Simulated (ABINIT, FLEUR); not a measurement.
A FLEUR input for a self-consistent single point of Ta2Si (I4/mcm, 6 atoms in the cell) (DFT, LDA (Perdew-Zunger), all-electron FLAPW (FLEUR), scalar-relativistic valence):

Input of the input generator:

```
scf Ta2Si
&input film=f /
-3.0877650000 3.0877650000 2.5236400000
3.0877650000 -3.0877650000 2.5236400000
3.0877650000 3.0877650000 -2.5236400000
1.8897261246
1.0 1.0 1.0

6
73 0.6635900000 0.8364100000 0.5000000000
73 0.3364100000 0.1635900000 0.5000000000
73 0.8364100000 0.3364100000 0.1728200000
73 0.1635900000 0.6635900000 0.8271800000
14 0.2500000000 0.2500000000 0.0000000000
14 0.7500000000 0.7500000000 0.0000000000

&comp jspins=1 /
&exco xctyp='pz' /
&kpt div1=7 div2=7 div3=7 /
&end /
```

```xml
<?xml version="1.0" encoding="UTF-8" standalone="no"?>
<fleurInput fleurInputVersion="0.39">
   <comment>
      scf Ta2Si                                                                                           
   </comment>
   <calculationSetup>
      <cutoffs Kmax="4.3" Gmax="17.2" GmaxXC="17.2" numbands="0"/>
      <scfLoop itmax="60" minDistance="0.00001" maxIterBroyd="40" imix="Anderson" alpha="0.05" precondParam="0.0" spinf="2.0"/>
      <coreElectrons ctail="T" frcor="F" kcrel="0" coretail_lmax="0"/>
      <xcFunctional name="pz" relativisticCorrections="F"/>
      <magnetism jspins="1"/>
      <soc l_soc="F" theta="0.0" phi="0.0" spav="F"/>
      <expertModes spex="0" secvar="F"/>
      <geometryOptimization l_f="T" forcealpha="1.0" forcemix="BFGS" epsdisp="0.00001" epsforce="0.00001"/>
      <ldaU l_linMix="F" mixParam="0.05" spinf="1.0"/>
   </calculationSetup>
   <cell>
      <bzIntegration valenceElectrons="116.0" mode="gauss" fermiSmearingEnergy="0.00367493">
         <kPointListSelection listName="default-1"/>
         <!-- k-points included here -->
         <xi:include xmlns:xi="http://www.w3.org/2001/XInclude" href="kpts.xml"> </xi:include>
      </bzIntegration>
      <!-- symmetry operations included here -->
      <xi:include xmlns:xi="http://www.w3.org/2001/XInclude" href="sym.xml"> </xi:include>
      <bulkLattice scale="1.0">
         <bravaisMatrix>
            <row-1>   -5.8350301871255192     5.8350301871255192     4.7689884370855431</row-1>
            <row-2>    5.8350301871255192    -5.8350301871255192     4.7689884370855431</row-2>
            <row-3>    5.8350301871255192     5.8350301871255192    -4.7689884370855431</row-3>
         </bravaisMatrix>
      </bulkLattice>
   </cell>
   <atomSpecies>
      <species name="Tantalum (Ta)" element="Ta" atomicNumber="73">
         <mtSphere radius="2.37" gridPoints="837" logIncrement="0.016"/>
         <atomicCutoffs lmax="10" lnonsphr="8"/>
         <electronConfig flipSpins="F">
            <coreConfig>(1s1/2) (2s1/2) (2p1/2) (2p3/2) (3s1/2) (3p1/2) (3p3/2) (4s1/2) (3d3/2) (3d5/2) (4p1/2) (4p3/2) (4d3/2) (4d5/2)</coreConfig>
            <valenceConfig>(5s1/2) (5p1/2) (5p3/2) (6s1/2) (4f5/2) (4f7/2) (5d3/2) (5d5/2)</valenceConfig>
            <stateOccupation state="(5d3/2)" spinUp="0.6" spinDown="0.6"/>
            <stateOccupation state="(5d5/2)" spinUp="0.9" spinDown="0.9"/>
         </electronConfig>
         <energyParameters s="6" p="6" d="5" f="5"/>
         <lo type="SCLO" l="0" n="5" eDeriv="0"/>
         <lo type="SCLO" l="1" n="5" eDeriv="0"/>
         <lo type="SCLO" l="3" n="4" eDeriv="0"/>
      </species>
      <species name="Silicon (Si)" element="Si" atomicNumber="14">
         <mtSphere radius="2.18" gridPoints="767" logIncrement="0.015"/>
         <atomicCutoffs lmax="8" lnonsphr="6"/>
         <electronConfig flipSpins="F">
            <coreConfig>(1s1/2) (2s1/2) (2p1/2) (2p3/2)</coreConfig>
            <valenceConfig>(3s1/2) (3p1/2) (3p3/2)</valenceConfig>
            <stateOccupation state="(3p1/2)" spinUp="0.3333333333333" spinDown="0.3333333333333"/>
            <stateOccupation state="(3p3/2)" spinUp="0.6666666666667" spinDown="0.6666666666667"/>
         </electronConfig>
         <energyParameters s="3" p="3" d="3" f="4"/>
      </species>
   </atomSpecies>
   <atomGroups>
      <atomGroup species="Tantalum (Ta)">
         <relPos label="                   1">-.3364100000 -.1635900000 1.000/2.000</relPos>
         <relPos label="                   2">.3364100000 .1635900000 1.000/2.000</relPos>
         <relPos label="                   3">-.1635900000 .3364100000 .1728200000</relPos>
         <relPos label="                   4">.1635900000 -.3364100000 -.1728200000</relPos>
         <force calculate="T" relaxXYZ="TTT"/>
      </atomGroup>
      <atomGroup species="Silicon (Si)">
         <relPos label="                   5">1.000/4.000 1.000/4.000 .0000000000</relPos>
         <relPos label="                   6">-1.000/4.000 -1.000/4.000 .0000000000</relPos>
         <force calculate="T" relaxXYZ="TTT"/>
      </atomGroup>
   </atomGroups>
   <output dos="F" band="F" slice="F">
      <checks vchk="F" cdinf="F"/>
      <bandDOS minEnergy="-.5*Htr" maxEnergy="0.5*Htr" sigma="0.015" storeEVData="T"/>
      <vacuumDOS vacdos="F" integ="F" star="F" nstars="0" locx1="0.0" locy1="0.0" locx2="0.0" locy2="0.0" nstm="0" tworkf="0.0"/>
      <unfoldingBand unfoldBand="F" supercellX="1" supercellY="1" supercellZ="1"/>
      <plotting iplot="0" polar="F">
         <plot TwoD="T" vec1="  1.0  0.0  0.0" vec2="  0.0  1.0  0.0" vec3="  0.0  0.0  1.0" zero="  0.0  0.0  0.0" file="plot"/>
      </plotting>
      <chargeDensitySlicing numkpt="0" minEigenval="0.0" maxEigenval="0.0" nnne="0" pallst="F"/>
      <specialOutput eonly="F"/>
      <magneticCircularDichroism mcd="F" energyLo="-10.0" energyUp="0.0"/>
   </output>
  <!-- We include the file relax.xml here to enable relaxations (see documentation) -->
  <xi:include xmlns:xi="http://www.w3.org/2001/XInclude" href="relax.xml"> <xi:fallback/> </xi:include>
</fleurInput>
```

Question: Give the ABINIT input for the same structure, mesh, smearing and functional.

Answer: This is the input that was run; spellings and numerical settings could be chosen otherwise.

```
# Ta2Si, JTH v2.0 LDA PAW
pp_dirpath "./"
pseudos "Ta.LDA_PW-JTH.xml, Si.LDA_PW-JTH.xml"
acell 5.0435448090 5.0435448090 5.0435448090 Angstrom
rprim
        -0.6122211891    0.6122211891    0.5003702942
         0.6122211891   -0.6122211891    0.5003702942
         0.6122211891    0.6122211891   -0.5003702942
natom 6
ntypat 2
znucl 73 14
typat 1 1 1 1 2 2
xcart
         2.0775100473    1.0102549527    2.5236400000
         1.0102549527    2.0775100473   -0.0000000000
        -1.0102549527    2.0775100473    2.5236400000
         4.0980199527    1.0102549527   -0.0000000000
        -0.0000000000   -0.0000000000    1.2618200000
        -0.0000000000   -0.0000000000    3.7854600000
      Angstrom
ecut 544 eV
pawecutdg 1088 eV
pawxcdev 0
occopt 7
tsmear 0.1 eV
nband 39
kptopt 1
ngkpt 7 7 7
nshiftk 1
shiftk 0 0 0
nstep 80
toldfe 1.0e-09
prtwf 0
prtden 0
prtvol 1
```

Basis, cutoffs, solver keys and any potentials are the target program's own. This input uses DFT, LDA (PW92), plane waves, PAW (JTH v2.0 LDA PAW). LDA parametrisations can differ slightly between programs.

The starting cell comes from a database of computed structures (which also holds hypothetical and non-ambient phases and stackings), without a prior relaxation at this level.
